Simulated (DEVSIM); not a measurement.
System: Si p+/n-/n+ power diode, at 300 K.

```tsv
layer (left to right)	material	thickness (μm)	Nd (cm⁻³)	Na (cm⁻³)	τn (s)	τp (s)
1	Si	4.70	-	5.4e18	0.0001	0.0001
2	Si	1.20	4.5e14	-	0.0001	0.0001
3	Si	5.10	3.4e18	-	0.0001	0.0001
```

Left contact: ohmic. Right contact: ohmic. Voltage is applied to the left contact. Recombination: SRH at mid-gap, Auger. Mobility is constant in doping.

Constants are typed, rounded textbook-type inputs, not results; the design itself was drawn at random and stands for no fabricated device. Values at 300 K.

```tsv
parameter	Si
gap (eV)	1.124
affinity (eV)	4.05
permittivity	11.7
Nc (cm⁻³)	2.86e19
Nv (cm⁻³)	3.1e19
μn (cm²/Vs)	1417
μp (cm²/Vs)	470
Cn (cm⁶/s)	2.8e-31
Cp (cm⁶/s)	9.9e-32
```

Simulated with DEVSIM: 1D drift-diffusion, Boltzmann statistics, complete ionisation; no tunnelling, impact ionisation, image-force lowering or self-heating.

Tabulate band edges, carrier densities and field at zero bias.

Energies count from the Fermi level of the right contact; mesh points crowd at the junctions.

```tsv
x (μm)	Ec (eV)	Ev (eV)	n (cm⁻³)	p (cm⁻³)	field (V/cm)
0.000	1.079	-0.045	< 1e2	5.4e18	≈ 0
0.04794	1.079	-0.045	< 1e2	5.4e18	≈ 0
0.1906	1.079	-0.045	< 1e2	5.4e18	≈ 0
0.6417	1.079	-0.045	< 1e2	5.4e18	≈ 0
2.704	1.079	-0.045	< 1e2	5.4e18	≈ 0
4.046	1.079	-0.045	< 1e2	5.4e18	≈ 0
4.496	1.079	-0.045	< 1e2	5.4e18	≈ 0
4.673	1.079	-0.045	< 1e2	5.4e18	≈ 0
4.709	0.991	-0.133	650	1.8e17	-39000
4.774	0.883	-0.241	42000	2.8e15	-11000
4.959	0.713	-0.411	3.0e7	3.8e12	-8400
5.591	0.322	-0.802	1.1e14	1000000	-4100
5.809	0.232	-0.892	3.6e15	32000	-5700
5.885	0.152	-0.972	8.1e16	1400	-25000
5.937	0.055	-1.069	3.4e18	< 1e2	≈ 0
6.066	0.055	-1.069	3.4e18	< 1e2	≈ 0
6.443	0.055	-1.069	3.4e18	< 1e2	≈ 0
7.567	0.055	-1.069	3.4e18	< 1e2	≈ 0
10.09	0.055	-1.069	3.4e18	< 1e2	≈ 0
10.71	0.055	-1.069	3.4e18	< 1e2	≈ 0
10.92	0.055	-1.069	3.4e18	< 1e2	≈ 0
11.00	0.055	-1.069	3.4e18	< 1e2	≈ 0
```
